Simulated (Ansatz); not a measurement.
## Cs2AgBiBr6: pressure series

The reference is Cs2AgBiBr6 (space group Fm-3m, No. 225; a = 11.477 Å).

Cell and atoms are relaxed at each pressure.

All numbers come from PBE/PAW in Ansatz (a first-principles code), no spin-orbit coupling, earlier PAW set.

Candidates:
(a) pressure 1.8 GPa
(b) pressure 4.2 GPa
(c) pressure 30 GPa
(d) pressure 9 GPa

Before the change:

| Item | Result |
|---|---|
| Band gap | 1.33 eV |

**Question.** Order them by band gap, lowest first.

**Answer.** (c) pressure 30 GPa (0.34 eV), (d) pressure 9 GPa (0.91 eV), (b) pressure 4.2 GPa (1.09 eV), (a) pressure 1.8 GPa (1.21 eV)

Spin-orbit coupling, missing from the scalar runs, can matter with Bi. Load acts through the strain it causes; cell and atoms are relaxed under it. Stability against distortions was not tested. Competing high-pressure phases were not computed.
